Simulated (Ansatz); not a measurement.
Consider interstitial Cu in amorphous Si27O54 (a melt-quenched model of 81 atoms), charge state +1. Level of theory: PBE, PAW (plane waves to 420 eV; Ansatz, a program for electronic structure).

Cell of 81 host sites held at the glass model's own volume; the Γ point alone; Fermi-Dirac width 0.01 eV, spin-restricted; finite-size errors left in. Static, classical nuclei. This is one neighbourhood of one small, fast-quenched model, and the added charge may sit on a native defect of the glass. The charge state is imposed; whether it is stable for some Fermi level was not computed. Sites that were not tried may lie lower.

Barriers: single points on a 2×2×2 k-point mesh shifted by half a step at the bands' geometries.

Relaxed starting cell (atoms counted from 1):

```
CuO54Si27
1.0
   10.40282     0.00000     0.00000
    0.00000    10.40282     0.00000
    0.00000     0.00000    10.40282
Si O Cu
27 54 1
Direct
  0.89589   0.35516   0.79815
  0.54704   0.25692   0.71050
  0.94745   0.10748   0.44891
  0.90128   0.67234   0.84479
  0.32370   0.28433   0.53972
  0.80308   0.87415   0.78221
  0.26753   0.42713   0.93185
  0.32421   0.48130   0.33404
  0.09544   0.18366   0.68335
  0.96543   0.39731   0.37722
  0.76343   0.58359   0.45975
  0.97391   0.82014   0.09778
  0.54940   0.50971   0.99626
  0.30737   0.94460   0.70253
  0.75915   0.12593   0.62283
  0.57562   0.54311   0.69363
  0.56358   0.62111   0.24353
  0.73558   0.99304   0.04368
  0.36665   0.02672   0.40610
  0.13727   0.64022   0.45115
  0.12102   0.33581   0.16292
  0.61190   0.88915   0.29929
  0.68602   0.27326   0.97911
  0.91984   0.81846   0.37530
  0.28868   0.64370   0.71488
  0.30488   0.11897   0.88063
  0.18731   0.03245   0.15111
  0.60476   0.13608   0.63300
  0.79196   0.97637   0.66536
  0.01004   0.08843   0.59708
  0.85989   0.70388   0.47361
  0.03562   0.27889   0.79233
  0.39524   0.48207   0.99997
  0.81565   0.26033   0.69502
  0.32230   0.95952   0.54858
  0.27165   0.99949   0.28084
  0.40583   0.02058   0.80412
  0.71340   0.14611   0.06473
  0.46090   0.50667   0.26623
  0.11101   0.90424   0.10294
  0.95353   0.81232   0.77522
  0.67222   0.60391   0.58749
  0.11935   0.17482   0.14872
  0.95938   0.70114   0.99101
  0.93911   0.75200   0.23084
  0.61977   0.93069   0.13774
  0.23797   0.53386   0.81893
  0.28248   0.80156   0.75683
  0.39461   0.25020   0.67554
  0.75054   0.72515   0.81651
  0.58482   0.63169   0.08724
  0.72331   0.95816   0.89242
  0.29812   0.27141   0.89719
  0.79506   0.13382   0.47221
  0.18908   0.07093   0.76691
  0.07259   0.77786   0.43001
  0.43854   0.61822   0.67968
  0.29599   0.04885   0.02484
  0.97072   0.97800   0.36926
  0.24405   0.37266   0.25335
  0.14354   0.41015   0.02507
  0.98651   0.39594   0.21893
  0.82551   0.32726   0.93332
  0.25601   0.62122   0.34779
  0.61898   0.38495   0.06292
  0.00379   0.24528   0.40185
  0.51461   0.99146   0.37142
  0.87551   0.94208   0.08119
  0.35829   0.17932   0.43059
  0.83076   0.43904   0.44673
  0.06425   0.50063   0.43868
  0.58223   0.24048   0.86286
  0.35200   0.42331   0.47884
  0.58462   0.39362   0.64931
  0.91444   0.51780   0.79466
  0.69188   0.58660   0.32105
  0.75441   0.87746   0.34999
  0.51837   0.76258   0.29319
  0.60021   0.53196   0.84988
  0.19238   0.63392   0.59752
  0.17667   0.27430   0.58952
  0.45749   0.97654   0.07275
```
Cell charge +1.

End state 1 differs by these moves (Å; atoms that move under 0.08 Å are left out):

```csv
atom,element,Δx,Δy,Δz
4,Si,0.10,-0.01,0.04
6,Si,0.12,-0.02,0.05
14,Si,-0.15,-0.01,-0.04
15,Si,0.06,0.05,0.04
18,Si,0.06,0.00,0.16
22,Si,0.03,0.02,0.08
26,Si,-0.09,0.00,0.05
28,O,0.05,-0.01,0.07
29,O,0.09,0.10,0.18
31,O,0.04,-0.08,0.02
34,O,0.04,0.07,-0.01
35,O,-0.08,0.01,-0.02
37,O,-0.10,-0.02,-0.04
40,O,0.07,-0.07,0.07
41,O,0.12,0.03,0.08
45,O,-0.11,0.05,0.00
46,O,0.16,0.05,0.17
48,O,-0.09,0.00,-0.02
50,O,0.11,-0.03,-0.05
52,O,-0.01,-0.16,0.14
67,O,0.02,-0.01,0.12
68,O,0.13,0.07,-0.09
75,O,0.10,0.01,0.01
77,O,-0.02,-0.03,0.23
82,Cu,1.03,-0.11,-2.31
```

Q: What is the computed forward and backward barriers to end state 1 (PBE, PAW)?

A: forward 0.40 eV, backward 0.31 eV; at the saddle point atom 82 has neighbours O at 1.98, O at 2.06, O at 2.37 Å. The saddle point's order was not checked.

End state 2 differs by these moves (Å; atoms that move under 0.08 Å are left out):

```csv
atom,element,Δx,Δy,Δz
1,Si,0.08,0.06,0.00
4,Si,0.13,0.01,0.01
6,Si,0.05,0.02,0.12
13,Si,-0.08,-0.06,-0.02
15,Si,0.05,0.09,0.07
18,Si,0.05,0.03,0.09
22,Si,0.05,0.07,0.12
23,Si,0.04,0.06,-0.05
26,Si,0.02,-0.05,0.08
27,Si,0.09,-0.03,0.02
29,O,0.10,0.22,0.35
31,O,0.07,-0.11,-0.01
33,O,-0.06,-0.04,0.04
34,O,0.05,0.12,-0.02
38,O,0.14,0.04,-0.14
40,O,0.07,-0.05,0.09
41,O,0.05,0.06,0.06
43,O,0.02,-0.04,0.09
44,O,0.09,0.00,0.02
45,O,-0.20,0.13,-0.05
46,O,0.24,0.17,0.25
50,O,0.10,-0.04,-0.01
51,O,-0.09,-0.01,-0.01
52,O,-0.23,-0.28,0.18
54,O,0.04,-0.05,0.08
56,O,-0.02,-0.01,-0.10
57,O,-0.06,-0.01,-0.08
61,O,-0.03,-0.08,-0.01
63,O,-0.01,0.17,-0.03
67,O,0.02,0.01,0.15
68,O,0.15,0.09,-0.26
75,O,0.15,0.04,-0.02
77,O,-0.03,-0.04,0.31
78,O,0.04,0.07,-0.02
79,O,-0.11,0.06,-0.01
80,O,-0.10,0.04,0.03
82,Cu,1.74,-2.12,-0.94
```

Q: Predict the forward and backward barriers to end state 2 from PBE, PAW.

A: forward 0.50 eV, backward 0.51 eV; at the saddle point atom 82 has neighbours O at 2.01, O at 2.43, O at 2.61 Å. The saddle point's order was not checked.
